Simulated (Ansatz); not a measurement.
Start from GaSb in the zinc blende structure (space group F-43m, No. 216).

```yaml
crystal:
  lattice:
    - [0.00000, 3.06677, 3.06677]
    - [3.06677, 0.00000, 3.06677]
    - [3.06677, 3.06677, 0.00000]
  atoms:
    - { symbol: Sb, position: [0.75000, 0.75000, 0.75000] }
    - { symbol: Ga, position: [0.00000, 0.00000, 0.00000] }
```

The values are results of r2SCAN in Ansatz (plane waves to 500 eV, PAW, scalar-relativistic without spin-orbit coupling), earlier PAW set, not measurements.

Carriers are added at fixed cell with a uniform background; the Fermi–Dirac width is that of 300 K.

One change was made to it. Results:

```tsv
quantity	base	after
Fermi level relative to the doped band's edge (positive inside the band; to 0.05 eV)	–	+1.05 eV
gap between the host's bands	0.41 eV	0.42 eV
gap character	direct at Γ	direct at Γ
```

Which change produced these results?
A. electrons 1.0×10^21 cm⁻³
B. electrons 5.0×10^21 cm⁻³
C. holes 3.0×10^21 cm⁻³

B, electrons 5.0×10^21 cm⁻³. For comparison, the Fermi level from band edge in the other runs: holes 3.0×10^21 cm⁻³ gives +0.65 eV; electrons 1.0×10^21 cm⁻³ gives +0.70 eV.

Charged cell with a jellium background: band edges are those of the host's band count, energies are not comparable with the neutral cell, and many-body gap narrowing is missing. With Sb present, leaving out spin-orbit coupling can change the band edges. Stability against distortions was not tested.

Ansatz is a first-principles code.
